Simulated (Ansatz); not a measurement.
The starting structures come from a database of crystals and need not be the phases stable at ambient conditions.

Tunnelling through a barrier is set by its complex band structure: the current falls as exp(−2κd) with the smallest κ.

Here is the system:

```
CELL_PARAMETERS angstrom
      6.72666     0.00000     0.00000
      1.08583     8.19438     0.00000
     -1.41009     0.24019     4.01991
ATOMIC_POSITIONS crystal
  La 0.03285 0.22212 0.24413
  La 0.96715 0.77788 0.75587
  B  0.34990 0.85262 0.51472
  B  0.65010 0.14738 0.48528
  B  0.43727 0.19285 0.87574
  B  0.56273 0.80715 0.12426
  Cl 0.20023 0.54326 0.34795
  Cl 0.79977 0.45674 0.65205
  O  0.53507 0.82299 0.43428
  O  0.46493 0.17701 0.56572
  O  0.37562 0.81842 0.85103
  O  0.62438 0.18158 0.14897
  O  0.23623 0.20822 0.87094
  O  0.76377 0.79178 0.12906
  O  0.84560 0.07980 0.68454
  O  0.15440 0.92020 0.31546
```

The cell is taken as given; by r2SCAN it stands under a pressure of -2.8 GPa.

Transport runs along the normal of the first two printed cell vectors.

The gap is the functional's own, uncorrected, and κ follows it; spin-orbit coupling is left out. Mid-gap means the computed energy nearest the middle.

Question: Predict the band gap and the smallest decay constant κ at mid-gap from r2SCAN (Ansatz, a quantum-chemistry and plane-wave program).

Answer: Gap 4.88 eV on a 6×4×8 mesh; κ = 0.455 1/Å, at the zone centre.
